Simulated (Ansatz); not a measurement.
The reference is GaP in the zinc blende structure (space group F-43m, No. 216; a = 5.4513 Å). Axes: x, y, z lie along the cube axes.

One thing is altered: uniaxial strain ε_zz = +1.50 %, all other strain components held at zero, atoms relaxed at fixed cell.

Level of theory: r2SCAN, PAW, 500 eV (Ansatz, a first-principles code; no SOC).

Task: Give the band edges at the high-symmetry points of the new zone, measured from its valence-band maximum.

Result: 
```csv
point,valence edge (eV),conduction edge (eV)
Γ,0.00,2.20
X,-2.81,1.87
P,-3.49,4.91
N,-1.11,1.96
M,-2.71,1.98
S,-2.24,2.57
S₀,-2.24,2.57
R,-3.50,5.01
G,-3.50,5.01
```

The gap is 1.80 eV, indirect, Γ → Γ–X (87 % along).

Stability against distortions was not tested. Labels are those of the standard path for the cell's own space group.
